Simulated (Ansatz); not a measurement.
H interstitial started at a bond centre in zinc-blende BP (start: bond centre of B and P, 1.97 Å; 64-site cell, 2×2×2 shifted sampling). These are PBE, PAW (plane waves to 420 eV; Ansatz, a first-principles code) values and carry that method's errors. Total energies of the localised charge states, counted from that of charge +1, and their image corrections (point charge with alignment); the host's valence-band maximum lies at 9.171 eV on the cells' energy zero and its gap is 1.25 eV.

```csv
charge,moment (μB),E − E(first) (eV),correction (eV)
+1,not spin-polarised,0.000,0.241
0,1.0,9.971,0.000
```

Task: Derive the transition levels above the valence-band maximum and say which of them are thermodynamic.

Result: A level is the Fermi energy at which two charges have equal formation energy: ε(q/q′) = [E(q′) + corr(q′) − E(q) − corr(q)] / (q − q′) − E_VBM.
ε(+1/0) = [(9.971 + 0.000) − (0.000 + 0.241)] / 1 − 9.171 = 0.56 eV
Thermodynamic levels at least 0.1 eV inside the gap: (+1/0) at 0.56 eV. They hold to tenths of an eV in this cell. Only the charges listed were compared. Charge −1 has its level within 0.1 eV of a band edge or past it. The geometries come from one start. Flagged in the runs: a doubtful potential alignment, a strain field that reaches the edge of the cell.
